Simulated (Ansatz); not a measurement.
Input:

```
CELL_PARAMETERS angstrom
      4.45886     0.00000     0.00000
      0.00000     4.45886     0.00000
      0.00000     0.00000     3.14927
ATOMIC_POSITIONS crystal
  Mg 0.50000 0.50000 0.50000
  Mg 0.00000 0.00000 0.00000
  F  0.80476 0.19524 0.50000
  F  0.19524 0.80476 0.50000
  F  0.30476 0.30476 0.00000
  F  0.69524 0.69524 0.00000
```

No spin polarisation.

A single point on MgF2 with a change (biaxial strain −3.88 %, plane normal [001], relaxed out of plane), its geometry relaxed with PBEsol.

Level of theory: r2SCAN (Ansatz, a program for electronic structure), no SOC. k-mesh 7×7×11 (Γ-centred); smearing 0.05 eV (Fermi–Dirac).

Q: What is the computed band gap?

A: 8.24 eV.

Q: What is the computed pressure?

A: 41.0 kbar.

Q: What gap character does the calculation give?

A: Direct at Γ.

Single points use the geometry relaxed with PBEsol. No phonon test of stability was made. The cell was made from MgF2 in the rutile structure (space group P4_2/mnm, No. 136) by this change: biaxial strain −3.88 %, plane normal [001], relaxed out of plane.
